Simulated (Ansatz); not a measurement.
The starting structures come from a database of crystals and need not be the phases stable at ambient conditions.

 Where the default PAW files enter, the runs use the earlier of Ansatz's two default sets.

By PBEsol, the system below comes out a metal.

A figure of merit of an interconnect metal is its ballistic conductance per area.

Input:

```
Cu3Sn
1.0
    4.76457     0.00000     0.00000
    0.00000     6.94310     0.00000
    0.00000    -2.69250     3.38301
Cu Sn
6 2
Direct
  0.69900   0.00000   0.50000
  0.30100   0.50000   0.50000
  0.84419   0.75052   0.75052
  0.84419   0.24948   0.24948
  0.15581   0.74948   0.24948
  0.15581   0.25052   0.75052
  0.65882   0.50000   0.00000
  0.34118   0.00000   0.00000
```

Space group of this cell: Pmmn. The cell is taken as given; by PBEsol its mean pressure is -1.7 GPa.

The current flows along the normal of the first two printed cell vectors. No spin-orbit coupling; the value is a mean over 0.1 eV about the Fermi level.

Compute, with PBEsol (Ansatz, an electronic-structure program), the ballistic conductance per area.

0.80 × 10¹⁵ S/m² for both spins.
